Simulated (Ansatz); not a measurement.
We consider CsCl-type CoAl, described by PBE-D4 (Ansatz, a program for electronic structure, plane waves, PAW).

Run with plane-wave cutoff 500 eV, 20×20×20 k mesh, Fermi–Dirac smearing 0.1 eV, no spin polarisation, scalar-relativistic PAW data made under PBE.

Computed at the level's own relaxed cell.

### Question
Estimate the equilibrium volume per atom and lattice parameter a that the calculation returns.

### Answer

- equilibrium volume per atom: 11.25 Å³/atom
- lattice parameter a: 2.823 Å

Measured, for comparison: equilibrium volume per atom 11.71 Å³/atom, lattice constant a 2.861 Å (room temperature, no zero-point or thermal correction; as tabulated in Yamada et al. (2019), arXiv:1910.09660). Computed (rounded) less measured: equilibrium volume per atom -3.9 %, lattice constant a -1.3 %. A static lattice is as a rule a little smaller and stiffer than an uncorrected measurement, which narrows the difference in the lattice constant a and would widen misses of the other sign.

The computed numbers hold no vibrational or temperature effects.

Cost on a shared machine: roughly 25 core-seconds.
